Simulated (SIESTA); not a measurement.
## SIESTA run on LiVCrO4 (C2/c, 14 atoms in the cell): self-consistent single point

Level of theory: LDA PW92+U, numerical atomic orbitals DZP, PseudoDojo LDA standard norm-conserving potentials (rewritten from UPF to PSML) (SIESTA 5.4.2).

This input was run:

```
# files in the folder: Li.psml V.psml Cr.psml O.psml (PseudoDojo LDA standard)
SystemName  LiVCrO4
SystemLabel livcro4

NumberOfAtoms                14
NumberOfSpecies              4
%block ChemicalSpeciesLabel
  1 3 Li
  2 23 V
  3 24 Cr
  4 8 O
%endblock ChemicalSpeciesLabel
LatticeConstant              1.0 Ang
%block LatticeVectors
     5.804149000    0.000000000    0.000000000
    -0.198098000    5.800806000    0.000000000
    -2.854491000   -2.850329000    4.199627000
%endblock LatticeVectors
AtomicCoordinatesFormat      Bohr
%block AtomicCoordinatesAndAtomicSpecies
     5.484125998    0.000000000    0.000000000  1
    -2.697103108   -2.693170588    3.968072428  1
    -0.187175483    5.480967321    0.000000000  2
     2.599847408    2.787796734    3.968072428  2
     0.000000000    0.000000000    0.000000000  3
    -2.884278591    2.787796734    3.968072428  3
    -3.258152028    2.782021255    7.717345342  4
     8.457846844    2.793572212    0.218799514  4
     5.206343024    5.201149512    4.186475134  4
    -0.006648208    0.374443955    3.749669721  4
    -0.185458043    5.349334280    3.784826843  4
     5.385152858    0.226259187    4.151318013  4
     2.731607754    2.790612767    7.752978632  4
     2.468087062    2.784980700    0.183166223  4
%endblock AtomicCoordinatesAndAtomicSpecies

XC.functional                LDA
XC.authors                   PW92
PAO.BasisSize                DZP
PAO.EnergyShift              0.005 Ry
PAO.Polarization.NonPerturbative true
MeshCutoff                   350 Ry
%block kgrid.MonkhorstPack
    4   0   0  0.5
    0   4   0  0.5
    0   0   4  0.5
%endblock kgrid.MonkhorstPack
OccupationFunction           FD
ElectronicTemperature        50.0 meV
Spin                         polarized
%block DM.InitSpin
  1 +0.00
  2 +0.00
  3 +2.00
  4 +2.00
  5 +3.00
  6 +3.00
  7 +0.00
  8 +0.00
  9 +0.00
  10 +0.00
  11 +0.00
  12 +0.00
  13 +0.00
  14 +0.00
%endblock DM.InitSpin
DFTU.ProjectorGenerationMethod 2
DFTU.CutoffNorm              0.9
DFTU.FirstIteration          true
%block DFTU.proj
  Cr 1
  n=3 2
  3.70 0.00
  0.00 0.00
  V 1
  n=3 2
  3.25 0.00
  0.00 0.00
%endblock DFTU.proj

MaxSCFIterations             150
SCF.Mixer.Method             Pulay
SCF.Mixer.Weight             0.1
SCF.Mixer.History            6
SCF.DM.Tolerance             1.0E-04
Diag.ParallelOverK           true
WriteForces                  true
Charge.Mulliken              end
```

Output, abridged:

```
reinit: Reading from file input.fdf

reinit: System Name: LiVCrO4
reinit: System Label: livcro4

NOTE on units for spin output:
{S} is the spin magnetic moment, in units of the Bohr magneton,
assuming a g-factor for the electron spin of exactly 2.
The spin magnetic moment is then numerically equal to the charge inbalance,
in units of electrons, between the spin-up and -down channels.

coor:   Atomic-coordinates input format  =     Cartesian coordinates
coor:                                            (in Bohr units)

siesta: Atomic coordinates (Bohr) and species
siesta:      5.48413   0.00000   0.00000  1        1
siesta:     -2.69710  -2.69317   3.96807  1        2
siesta:     -0.18718   5.48097   0.00000  2        3
siesta:      2.59985   2.78780   3.96807  2        4
siesta:      0.00000   0.00000   0.00000  3        5
siesta:     -2.88428   2.78780   3.96807  3        6
siesta:     -3.25815   2.78202   7.71735  4        7
siesta:      8.45785   2.79357   0.21880  4        8
siesta:      5.20634   5.20115   4.18648  4        9
siesta:     -0.00665   0.37444   3.74967  4       10
siesta:     -0.18546   5.34933   3.78483  4       11
siesta:      5.38515   0.22626   4.15132  4       12
siesta:      2.73161   2.79061   7.75298  4       13
siesta:      2.46809   2.78498   0.18317  4       14

siesta: System type = bulk

initatomlists: Number of atoms, orbitals, and projectors:     14   192   192

siesta: ******************** Simulation parameters ****************************
redata: Spin configuration                          = collinear
redata: Time-Reversal Symmetry                      = T
redata: Number of Atomic Species                    =        4
redata: Mesh Cutoff                                 =   350.0000 Ry
redata: Net charge of the system                    =     0.0000 |e|
redata: Min. number of SCF Iter                     =        0
redata: Max. number of SCF Iter                     =      150
   [... lines left out ...]

superc: Internal auxiliary supercell:     5 x     5 x     7  =     175
superc: Number of atoms, orbitals, and projectors:   2450  33600  33600

                        Single-point calculation

superc: Internal auxiliary supercell:     5 x     5 x     7  =     175
superc: Number of atoms, orbitals, and projectors:   2450  33600  33600

outcell: Unit cell vectors (Ang):
        5.804149    0.000000    0.000000
       -0.198098    5.800806    0.000000
       -2.854491   -2.850329    4.199627

outcell: Cell vector modules (Ang)   :    5.804149    5.804188    5.823174
outcell: Cell angles (23,13,12) (deg):    118.1944    119.3534     91.9559
outcell: Cell volume (Ang**3)        :    141.3962
new_DM -- step:     1
Initializing Density Matrix...

Attempting to read DM from file... Failed...
DM filled with atomic data (user-defined):

InitMesh: MESH = 60 x 64 x 50 = 192000
InitMesh: Mesh cutoff (required, used) =   350.000   355.187 Ry
hubbard_term: recalculating local occupations    1
hubbard_term: maximum change in local occup.    0.730250
hubbard_term: recalculating Hamiltonian

stepf: Fermi-Dirac step function
hubbard_term: recalculating local occupations    1
hubbard_term: maximum change in local occup.    0.537136
hubbard_term: recalculating Hamiltonian
        iscf     Eharris(eV)        E_KS(eV)     FreeEng(eV)     dDmax    Ef(eV) dHmax(eV)
   scf:    1   -12373.989715   -12694.506910   -12694.587939  0.838674 -2.978198 50.884330
     spin moment: {S} , |S| = {        0.0        0.0    7.13407 }     7.13407
   scf:    2   -12766.063344   -12792.953801   -12793.007922  0.745833 -4.137076 23.509264
     spin moment: {S} , |S| = {        0.0        0.0    7.98618 }     7.98618
   scf:    3   -12830.311668   -12813.876096   -12813.942933  0.164601 -5.240000 13.498641
     spin moment: {S} , |S| = {        0.0        0.0    8.00000 }     8.00000
   scf:    4   -12737.346564   -12803.894858   -12803.962398  0.368822 -7.307841 19.068717
     spin moment: {S} , |S| = {        0.0        0.0    8.00000 }     8.00000
   scf:    5   -12773.249978   -12820.519988   -12820.560980  0.384342 -6.155517 12.650230
     spin moment: {S} , |S| = {        0.0        0.0    8.00000 }     8.00000
   scf:    6   -12830.123334   -12825.721406   -12825.772413  0.051168 -6.655875  8.293030
   [... lines left out ...]
hubbard_term: maximum change in local occup.    0.000624
   scf:   87   -12833.290279   -12833.290279   -12833.290289  0.000018 -7.205966  0.002146
     spin moment: {S} , |S| = {        0.0        0.0    8.00000 }     8.00000
hubbard_term: recalculating local occupations   53
hubbard_term: maximum change in local occup.    0.000618
   scf:   88   -12833.290298   -12833.290299   -12833.290309  0.000034 -7.206068  0.002250
     spin moment: {S} , |S| = {        0.0        0.0    8.00000 }     8.00000
hubbard_term: recalculating local occupations   54
hubbard_term: maximum change in local occup.    0.000137
   scf:   89   -12833.290256   -12833.290251   -12833.290261  0.000615 -7.205747  0.000481
     spin moment: {S} , |S| = {        0.0        0.0    8.00000 }     8.00000
hubbard_term: recalculating local occupations   55
hubbard_term: maximum change in local occup.    0.000173
   scf:   90   -12833.290249   -12833.290248   -12833.290259  0.000031 -7.205720  0.000424
     spin moment: {S} , |S| = {        0.0        0.0    8.00000 }     8.00000
SCF Convergence by DM+H criterion
max |DM_out - DM_in|         :     0.0000310550
max |H_out - H_in|      (eV) :     0.0004236949
DFT+U population converged by dTol_pop criteria:
max |pop(DFT+U)_i - pop(DFT+U)_j|:     0.0001731889
SCF cycle converged after 90 iterations

Using DM_out to compute the final energy and forces
hubbard_term: recalculating local occupations   56
hubbard_term: maximum change in local occup.    0.000173
hubbard_term: recalculating Hamiltonian and forces

siesta: E_KS(eV) =           -12833.2902

siesta: E_KS - E_eggbox =    -12833.2902

siesta: Atomic forces (eV/Ang):
     1    0.000000    0.000000   -0.000000
     2    0.000000   -0.000000    0.000000
     3    0.000000   -0.000000   -0.000000
     4    0.000000    0.000000   -0.000000
     5   -0.000000   -0.000000   -0.000000
     6   -0.000000   -0.000000    0.000000
     7    0.017472    0.206938   -0.118951
     8   -0.017472   -0.206938    0.118951
     9    0.206501    0.026974    0.119950
    10   -0.206501   -0.026974   -0.119950
    11    0.058560   -0.028866   -0.023853
    12   -0.058560    0.028866    0.023853
    13    0.033339   -0.052793   -0.023256
    14   -0.033339    0.052793    0.023256
   Tot   -0.000000   -0.000000    0.000000
   Max    0.206938
   Res    0.076938    sqrt( Sum f_i^2 / 3N )
   Max    0.206938    constrained

Stress tensor Voigt[x,y,z,yz,xz,xy] (kbar):       38.17       37.63       47.96        2.13       -2.03       -8.83
(Free)E + p*V (eV/cell)   -12836.9309
Target enthalpy (eV/cell)   -12833.2902

siesta: Program's energy decomposition (eV):
siesta: Ebs     =     -2981.294375
siesta: Eions   =     18127.687869
siesta: Ena     =      2248.966738
siesta: Ekin    =      6423.267475
siesta: Enl     =     -1167.182526
siesta: Eso     =         0.000000
siesta: Edftu   =         9.220004
siesta: DEna    =        81.027834
siesta: DUscf   =         9.208383
siesta: DUext   =         0.000000
siesta: Ex      =     -2096.958395
siesta: Ec      =      -213.151880
siesta: Exc     =     -2310.110274
siesta: Eharris =    -12833.290249
siesta: Etot    =    -12833.290237
siesta: FreeEng =    -12833.290247

   [... lines left out ...]
siesta: Cell volume =        141.396159 Ang**3
siesta:         -41.25318334        -40.30803366  kBar
   [... lines left out ...]
   6  4.794   0.945   0.017   0.089   0.971   0.970   0.969   0.078   0.092
              0.084   0.216   0.047   0.219   0.048   0.037  -0.008   0.009

             -0.018   0.012   0.018

Species: O
Atom  Qatom  Qorb
               2s      2s      2py     2pz     2px     2py     2pz     2px
               3dxy    3dyz    3dz2    3dxz    3dx2-y2
   7  3.400   0.941  -0.025   0.892   0.917   0.911  -0.080  -0.093  -0.093
              0.005   0.005   0.007   0.006   0.006
   8  3.400   0.941  -0.025   0.892   0.917   0.911  -0.080  -0.093  -0.093
   [... 13 lines left out ...]

mulliken: Qtot =       50.000

Mulliken Atomic Populations:
Atom #   charge [q] valence [e]      Sz [e]  Species
     1     0.264686    2.735314   -0.032953  Li
     2     0.264554    2.735446   -0.032956  Li
     3     1.328474   11.671526    1.159014  V
     4     1.328173   11.671827    1.159019  V
     5     1.240860   12.759140    3.170985  Cr
     6     1.240614   12.759386    3.170732  Cr
     7    -0.681368    6.681368   -0.117827  O
     8    -0.681368    6.681368   -0.117827  O
     9    -0.681266    6.681266   -0.117846  O
    10    -0.681266    6.681266   -0.117846  O
    11    -0.735488    6.735488   -0.030608  O
    12    -0.735488    6.735488   -0.030608  O
    13    -0.735558    6.735558   -0.030640  O
    14    -0.735558    6.735558   -0.030640  O
 Total    -0.000000                8.000000
```

The run converged in 90 iterations.

The starting cell comes from a database of computed structures (which also holds hypothetical and non-ambient phases and stackings), without a prior relaxation at this level. Its lattice was rescaled by a random factor within 2.5 % of one. The magnetic order is the one reached from the typed start; others were not searched systematically. With U or open f shells several self-consistent states can exist. Values carry the incompleteness of an atom-centred basis. With a pressure of about -4 GPa the cell is away from its equilibrium volume at this level.

Cost on one core of a shared machine: roughly 20 min.
